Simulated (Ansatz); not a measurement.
We consider AlO (model structure, started from the beta GaS type, P6₃/mmc, No. 194, 8 atoms in the cell), described by r²SCAN (plane waves, PAW; Ansatz, a program for electronic structure).

Numerical settings: plane-wave cutoff 560 eV, 12×12×4 k mesh (along the axes of the cell as run), Fermi–Dirac smearing 0.01 eV, scalar-relativistic PAW data made under PBE.

Cell (relaxed at this level):

```cif
data_Al4O4
_chemical_formula_sum 'Al4 O4'
_space_group_name_H-M_alt 'P63/mmc'
_space_group_IT_number 194
_space_group_name_Hall '-P 6c 2c'
_cell_length_a 2.95086
_cell_length_b 2.95086
_cell_length_c 13.10617
_cell_angle_alpha 90.000
_cell_angle_beta 90.000
_cell_angle_gamma 120.000
loop_
_atom_site_label
_atom_site_type_symbol
_atom_site_symmetry_multiplicity
_atom_site_Wyckoff_symbol
_atom_site_fract_x
_atom_site_fract_y
_atom_site_fract_z
_atom_site_occupancy
Al1 Al 4 f 0.33333 0.66667 0.15016 1
O1 O 4 f 0.66667 0.33333 0.10143 1
```

**Question.** Give the computed band gap, direct gap at Γ and bulk modulus B0.

**Answer.** 
- band gap = 1.28 eV (on the SCF k mesh)
- direct gap at Γ = 3.89 eV
- bulk modulus B0 = 40.1 GPa

Note: the bulk modulus is −V dP/dV from two relaxed cells at ±2 % in volume; the relaxation could raise the start's symmetry but not lower it, so the cell can be a saddle point.

Cost on a shared machine: roughly 3 core-minutes.

A model structure was made by putting elements into a prototype or built by hand; it is no filed structure, need not be a known phase, and can be a saddle point held by its symmetry.
